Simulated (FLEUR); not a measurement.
Input and output of a self-consistent single point for CoSn (P6/mmm, 6 atoms in the cell) (FLEUR).

Method: PBE, all-electron FLAPW (FLEUR), scalar-relativistic valence in FLEUR.

The change in words: lattice scaled by 0.98. Reference geometry:
```
CELL_PARAMETERS angstrom
      5.24761     0.00000     0.00000
     -2.62381     4.54457     0.00000
      0.00000     0.00000     4.18885
ATOMIC_POSITIONS crystal
  Co 0.00000 0.50000 0.00000
  Co 0.50000 0.00000 0.00000
  Co 0.50000 0.50000 0.00000
  Sn 0.66667 0.33333 0.50000
  Sn 0.33333 0.66667 0.50000
  Sn 0.00000 0.00000 0.00000
```

Reference input (self-consistent single point, DFT, PBE, all-electron FLAPW (FLEUR), scalar-relativistic valence): Kmax = 3.5 1/bohr; GmaxXC = 12.2 1/bohr; xcFunctional = pbe; jspins = 1; l_soc = F; mode = hist; fermiSmearingEnergy = 0.00367493 Htr; mesh (inpgen div1-3) = 6 6 7; inpgen gamma flag = true; Gmax = 12.2 1/bohr; numbands = 0; maxIterBroyd = 40. This run's input differs from it in these lines:

```diff
@@ -3,6 +3,6 @@
 &input film=f /
-1.0000000000 0.0000000008 0.0000000000
--0.5000000007 0.8660254034 0.0000000000
-0.0000000000 0.0000000000 0.7982382118
-9.9165532315
+1.0000000000 -0.0000000017 0.0000000000
+-0.4999999985 0.8660254046 0.0000000000
+0.0000000000 0.0000000000 0.7982381440
+9.7182228024
 1.0 1.0 1.0
@@ -47,5 +47,5 @@
          <bravaisMatrix>
-            <row-1>    9.9165532315000000     0.0000000079332426     0.0000000000000000</row-1>
-            <row-2>   -4.9582766226915869     8.5879870126473605     0.0000000000000000</row-2>
-            <row-3>    0.0000000000000000     0.0000000000000000     7.9157717187320715</row-3>
+            <row-1>    9.7182228023999997    -0.0000000165209788     0.0000000000000000</row-1>
+            <row-2>   -4.8591113866226658     8.4162278344414059     0.0000000000000000</row-2>
+            <row-3>    0.0000000000000000     0.0000000000000000     7.7574561327662552</row-3>
          </bravaisMatrix>
```

Log, with long lists cut:

```
 Iteration:     1   Distance:      28.29660047 me/bohr^3
 Iteration:     2   Distance:      16.47365006 me/bohr^3
 Iteration:     3   Distance:      10.48212251 me/bohr^3
 Iteration:     4   Distance:       6.39632968 me/bohr^3
 Iteration:     5   Distance:       3.36835183 me/bohr^3
   [... 11 lines left out ...]
 Iteration:    17   Distance:       0.00020190 me/bohr^3
 Iteration:    18   Distance:       0.00004287 me/bohr^3
 Iteration:    19   Distance:       0.00001621 me/bohr^3
 Iteration:    20   Distance:       0.00000443 me/bohr^3
 Run finished successfully
 Stop message:
   Structural relaxation: Done

[file out, last iteration]
             iter=     21
[...]
          total density-effective poten   -3.7331109799E+04
          total charge density-energy d   -6.7567130991E+02
 Updated energy parameters for spin:           1
[...]
 fermi energy and band-weighting factors:
   [... 6 lines left out ...]

[...]
FERMIE:
          first approx. to ef    (T=0)  :   0.395504 htr   (energy of the highest occ. eigenvalue)
          number of occ. states  (T=0)  :       1215
          first approx. to seigv (T=0)  : -31.660229 htr
          sum of weights of occ. states :  43.511905
          sum of semicore charge        :   0.000000 e
FERHIS:  Fermi-Energy by histogram:
          bandgap                     :   0.003773 htr
   [... lines left out ...]
          charge neutrality (T=0)     :   0.023810    (zero if the highest occ. eigenvalue is "entirely" occupied)
     EF_NEWTON:  Adjust Fermi-Energy by Newton-Method.
 Direct bandgap for spin            1 :    1.1955066965438632E-002  Htr
 ---->    free energy=                    -22717.8152468503 htr
   [... lines left out ...]
 TOTAL FORCE FOR ATOM TYPE=  1  X= -2.430   Y=  4.208   Z=  0.000
                       FX_TOT= 0.000000 FY_TOT= 0.000000 FZ_TOT= 0.000000
 TOTAL FORCE FOR ATOM TYPE=  2  X= -4.859   Y=  2.805   Z=  3.879
                       FX_TOT= 0.000000 FY_TOT= 0.000000 FZ_TOT= 0.000000
 TOTAL FORCE FOR ATOM TYPE=  3  X=  0.000   Y=  0.000   Z=  0.000
                       FX_TOT= 0.000000 FY_TOT= 0.000000 FZ_TOT= 0.000000
 Structural relaxation: Done
```

The run converged in 20 iterations. FLEUR gives forces in its relaxation mode, with a further iteration, so its stop message speaks of a relaxation. Against the reference run the free energy goes up by 52.3 meV/atom.

The starting cell comes from a database of computed structures (which also holds hypothetical and non-ambient phases and stackings), without a prior relaxation at this level. Its lattice was rescaled by a random factor within 2.5 % of one. For this run, on top of that: lattice scaled by 0.98. Spin polarisation is off. Values depend on the basis (sphere radii, cutoffs, local orbitals), which need not be converged. The log's line on a gap gives a spacing of levels on this mesh, which the program prints for metals too.

Cost on one core of a shared machine: roughly 2 min.
